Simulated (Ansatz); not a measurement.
GaSe, pressure series

Consider GaSe in the beta-GaS type structure (space group P6_3/mmc, No. 194; layered, stacked along the Cartesian z axis).

```cif
data_Ga4Se4
_chemical_formula_sum 'Ga4 Se4'
_space_group_name_H-M_alt 'P 1'
_space_group_IT_number 1
_cell_length_a 3.76943
_cell_length_b 3.76943
_cell_length_c 15.96417
_cell_angle_alpha 90.000
_cell_angle_beta 90.000
_cell_angle_gamma 120.000
loop_
_space_group_symop_operation_xyz
  'x, y, z'
loop_
_atom_site_label
_atom_site_type_symbol
_atom_site_fract_x
_atom_site_fract_y
_atom_site_fract_z
_atom_site_occupancy
Ga1 Ga 0.33333 0.66667 0.17347 1
Ga2 Ga 0.66667 0.33333 0.67347 1
Ga3 Ga 0.66667 0.33333 0.82653 1
Ga4 Ga 0.33333 0.66667 0.32653 1
Se1 Se 0.33333 0.66667 0.59965 1
Se2 Se 0.66667 0.33333 0.09965 1
Se3 Se 0.66667 0.33333 0.40035 1
Se4 Se 0.33333 0.66667 0.90035 1
```

Cell and atoms are relaxed at each pressure.

Calculations: DFT with PBE-D3(BJ), PAW potentials and a 420 eV plane-wave cutoff in Ansatz (a program for electronic structure), spin-orbit coupling left out, earlier PAW set.

Notes on the quantities. enthalpy: H = E + PV relative to the base's energy.

```csv
case,band gap,lattice parameter a,enthalpy
base,0.87 eV,3.769 Å,–
pressure −1 GPa,0.96 eV,3.796 Å,-0.16 eV/atom
pressure 0.9 GPa,0.87 eV,3.748 Å,+0.14 eV/atom
pressure 2.1 GPa,0.82 eV,3.721 Å,+0.31 eV/atom
pressure 4.5 GPa,0.73 eV,3.674 Å,+0.65 eV/atom
pressure 15 GPa,0.14 eV,3.517 Å,+2.00 eV/atom
pressure 22.5 GPa,zero,3.431 Å,+2.88 eV/atom
pressure 30 GPa,zero,3.359 Å,+3.71 eV/atom
```

The mesh was chosen for an insulator and is coarse for the gapless case. Load acts through the strain it causes; cell and atoms are relaxed under it. Stability against distortions was not tested. Competing high-pressure phases were not computed. All final runs are without spin polarisation. A zero or small gap of GaSe under pressure 15 GPa, GaSe under pressure 22.5 GPa and GaSe under pressure 30 GPa can be the functional's error rather than a property of the material.
